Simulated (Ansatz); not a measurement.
Functionals compared on the (21-32) surface of hcp Re in its 1x1 cell, outermost plane spacing 0.56 Å in the ideal cut, in Ansatz (plane waves, PAW). The structure was relaxed with PBE; the other rows are single points on it, each with its references at the same level. Cutoff 420 eV (500 eV for r2SCAN).

Slab: 26 atoms, 10.7 Å thick at the start; k 8x6x1, smearing 0.1 eV, dipole-corrected; all atoms relaxed; held to the start's symmetry, so lower structures may exist; no spin, no spin-orbit, no U. These notes are the PBE run's.

| functional | surface energy (J/m²) | work function of the top face (eV) | rough cost of the single point |
|---|---|---|---|
| PBE | 3.50 | 4.66 | – |
| LDA | 4.03 | 4.96 | very roughly 8 core-minutes |
| PBEsol | 3.91 | 4.76 | very roughly 10 core-minutes |
| RPBE | 3.28 | 4.52 | roughly 9 core-minutes |
| r2SCAN | 3.71 | 4.70 | very roughly 21 core-minutes |

Ansatz is a first-principles code.
